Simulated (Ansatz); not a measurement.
Take Ca₃PbO in the anti-perovskite structure (space group Pm-3m, No. 221) as the base.

```yaml
crystal:
  lattice:
    - [4.79956, 0.00000, 0.00000]
    - [0.00000, 4.79956, 0.00000]
    - [0.00000, 0.00000, 4.79956]
  atoms:
    - { symbol: Ca, position: [0.50000, 0.00000, 0.50000] }
    - { symbol: Ca, position: [0.00000, 0.50000, 0.50000] }
    - { symbol: Ca, position: [0.50000, 0.50000, 0.00000] }
    - { symbol: Pb, position: [0.00000, 0.00000, 0.00000] }
    - { symbol: O, position: [0.50000, 0.50000, 0.50000] }
```

Cartesian axes are those of the cell as printed.

Level of theory: PBEsol, PAW, 420 eV (Ansatz, a quantum-chemistry and plane-wave program; no spin-orbit coupling).

Strains are applied to the cell and any free atomic positions relax; under biaxial strain the out-of-plane vector relaxes too.

One change was made to it. Results:

```csv
quantity,base,after
energy relative to the base (free energy F),0 meV/atom,+34 meV/atom
"pressure (mean of the normal stresses, compression positive)",0.0 GPa,-3.1 GPa
shortest interatomic distance,2.400 Å,2.344 Å
```

Task: What was done to the base?
A. biaxial strain +4.78 %, plane normal [001], relaxed out of plane
B. biaxial strain +4.11 %, plane normal [110], relaxed out of plane
C. uniaxial strain ε_yy = +0.54 %

Result: A, biaxial strain +4.78 %, plane normal [001], relaxed out of plane. For comparison, the energy relative to the base in the other runs: uniaxial strain ε_yy = +0.54 % gives +0.2 meV/atom; biaxial strain +4.11 %, plane normal [110], relaxed out of plane gives +29 meV/atom.

Stability against distortions was not tested. The final runs are not spin-polarised.
